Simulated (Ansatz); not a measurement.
The starting structures come from a database of crystals and need not be the phases stable at ambient conditions.

 Where the default PAW files enter, the runs use the earlier of Ansatz's two default sets.

Here is the system:

```xyz
15
Lattice="5.7200 0.0099 -0.0093 2.8322 4.9696 -0.0093 0.5080 0.2958 7.3907" Properties=species:S:1:pos:R:3 pbc="T T T"
K      0.2540     0.1479     3.6954
K      6.1325     3.5706     5.9810
K      2.9277     1.7046     1.3912
Ca     0.0000     0.0000     0.0000
H      4.5301     2.6376     3.6861
P      5.7872     3.3696     1.8580
P      3.2730     1.9057     5.5142
O      7.1065     4.1377     1.6313
O      1.9538     1.1376     5.7409
O      5.5515     3.2323     3.4160
O      3.5088     2.0430     3.9562
O      4.5824     4.1368     1.2518
O      4.4778     1.1384     6.1204
O      3.2005     3.3322     6.1204
O      5.8598     1.9430     1.2518
```

Space group of this cell: C2/m. The cell was relaxed by PBE-D3(BJ); by PBEsol its mean pressure is -1.1 GPa.

Transport runs along the normal of the first two printed cell vectors.

The gap is the functional's own, uncorrected, and κ follows it; spin-orbit coupling is left out. Mid-gap values are interpolated between the computed energies.

Task: State the band gap and the smallest decay constant κ at mid-gap according to PBEsol (Ansatz, a first-principles code).

Result: Gap 5.05 eV on a 6×6×4 mesh; κ = 0.434 1/Å, at the zone centre.
